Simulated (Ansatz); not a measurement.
Effect of uniaxial strain ε_xx = +1.29 % on Ga2O3

Base system: Ga$_{2}$O$_{3}$ (space group C2/m, No. 12).

```
Ga2O3
1.0
    6.13912    -1.52368     0.00000
    6.13912     1.52368     0.00000
   -1.37772     0.00000     5.64451
Ga O
4 6
Direct
  0.09046   0.09046   0.79527
  0.90954   0.90954   0.20473
  0.65876   0.65876   0.31444
  0.34124   0.34124   0.68556
  0.16524   0.16524   0.10946
  0.83476   0.83476   0.89054
  0.17323   0.17323   0.56278
  0.82677   0.82677   0.43722
  0.49625   0.49625   0.25596
  0.50375   0.50375   0.74404
```

Cartesian axes are those of the cell as printed.

Now apply this change: uniaxial strain ε_xx = +1.29 %, all other strain components held at zero, atoms relaxed at fixed cell.

Calculations: plane-wave PAW DFT at the PBEsol level (Ansatz, a quantum-chemistry and plane-wave program, 420 eV), without spin-orbit coupling, earlier PAW set. Γ-centred 11×11×6 mesh, Fermi–Dirac width 0.05 eV.

```json
[
 {"quantity": "volume per atom", "base": "10.56 Å³", "changed": "10.70 Å³", "shift": "+0.14 Å³"},
 {"quantity": "space group", "base": "C2/m (No. 12)", "changed": "C2/m (No. 12)", "shift": "–"},
 {"quantity": "shortest interatomic distance", "base": "3.475 bohr", "changed": "3.484 bohr", "shift": "+0.009 bohr"},
 {"quantity": "energy relative to the base (free energy F)", "base": "0 meV/atom", "changed": "+1.2 meV/atom", "shift": "+1.2 meV/atom"},
 {"quantity": "pressure (mean of the normal stresses, compression positive)", "base": "0.00 GPa", "changed": "-1.97 GPa", "shift": "-1.97 GPa"},
 {"quantity": "band gap", "base": "2.22 eV", "changed": "2.12 eV", "shift": "-0.10 eV"},
 {"quantity": "gap character", "base": "indirect, k = (0.455, -0.455, -1/2) in the run's primitive reciprocal basis → Γ", "changed": "indirect, k = (0.455, -0.455, -1/2) in the run's primitive reciprocal basis → Γ", "shift": "–"},
 {"quantity": "smallest direct gap", "base": "2.25 eV", "changed": "2.14 eV", "shift": "-0.11 eV"},
 {"quantity": "width of the top valence band", "base": "0.68 eV", "changed": "0.67 eV", "shift": "-0.01 eV"},
 {"quantity": "electron mass", "base": "–", "changed": "0.24 mₑ along y, 0.22 mₑ across (at Γ)", "shift": "–"},
 {"quantity": "largest internal atomic displacement", "base": "–", "changed": "0.023 Å", "shift": "–"},
 {"quantity": "stress (xx, yy, zz, yz, xz, xy; compression positive)", "base": "–", "changed": "(-2.80, -1.49, -1.62, 0.00, 0.22, 0.00) GPa", "shift": "–"}
]
```

Final structure:

```
CELL_PARAMETERS angstrom
      6.21832    -1.52368     0.00000
      6.21832     1.52368     0.00000
     -1.39549     0.00000     5.64451
ATOMIC_POSITIONS crystal
  Ga 0.08955 0.08955 0.79328
  Ga 0.91045 0.91045 0.20672
  Ga 0.65843 0.65843 0.31451
  Ga 0.34157 0.34157 0.68549
  O  0.16336 0.16336 0.10872
  O  0.83664 0.83664 0.89128
  O  0.17385 0.17385 0.56421
  O  0.82615 0.82615 0.43579
  O  0.49668 0.49668 0.25772
  O  0.50332 0.50332 0.74228
```

Masses are band curvatures over ±0.01 Å⁻¹ around the edge. Whether these cells are dynamically stable was not tested.
